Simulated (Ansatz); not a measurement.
HfS2: response to strain

Base system: HfS$_{2}$ in the CdI2 type structure (space group P-3m1, No. 164; layered, stacked along the Cartesian z axis).

```yaml
crystal:
  lattice:
    - [3.54747, 0.00000, 0.00000]
    - [-1.77373, 3.07220, 0.00000]
    - [0.00000, 0.00000, 5.57685]
  atoms:
    - { symbol: Hf, position: [0.00000, 0.00000, 0.00000] }
    - { symbol: S, position: [0.66667, 0.33333, 0.26190] }
    - { symbol: S, position: [0.33333, 0.66667, 0.73810] }
```

Cartesian axes are those of the cell as printed.

Strains are applied to the cell and any free atomic positions relax.

Calculations: PBEsol-D3(BJ) (Ansatz, a quantum-chemistry and plane-wave program; PAW; 420 eV plane waves; without spin-orbit coupling).

Notes on the quantities. energy relative to the base: free energy F; pressure: mean of the normal stresses, compression positive.

```csv
case,energy relative to the base,pressure,volume per atom
base,0 meV/atom,0.01 GPa,20.26 Å³
uniaxial strain ε_zz = −3.00 %,+4.4 meV/atom,1.16 GPa,19.65 Å³
uniaxial strain ε_zz = −2.50 %,+3.0 meV/atom,0.93 GPa,19.75 Å³
uniaxial strain ε_zz = −2.00 %,+1.8 meV/atom,(withheld),19.85 Å³
uniaxial strain ε_zz = −1.00 %,+0.4 meV/atom,0.34 GPa,20.06 Å³
uniaxial strain ε_zz = +0.50 %,+0.1 meV/atom,-0.14 GPa,20.36 Å³
uniaxial strain ε_zz = +1.00 %,+0.4 meV/atom,(withheld),20.46 Å³
uniaxial strain ε_zz = +1.50 %,+0.9 meV/atom,-0.38 GPa,20.56 Å³
uniaxial strain ε_zz = +2.00 %,(withheld),(withheld),20.66 Å³
uniaxial strain ε_zz = +2.50 %,+2.3 meV/atom,-0.56 GPa,20.77 Å³
```

Fill in the withheld entries from the trend.


- uniaxial strain ε_zz = −2.00 %, pressure: 0.71 GPa
- uniaxial strain ε_zz = +1.00 %, pressure: -0.25 GPa
- uniaxial strain ε_zz = +2.00 %, energy relative to the base: +1.5 meV/atom
- uniaxial strain ε_zz = +2.00 %, pressure: -0.48 GPa

Whether these cells are dynamically stable was not tested.
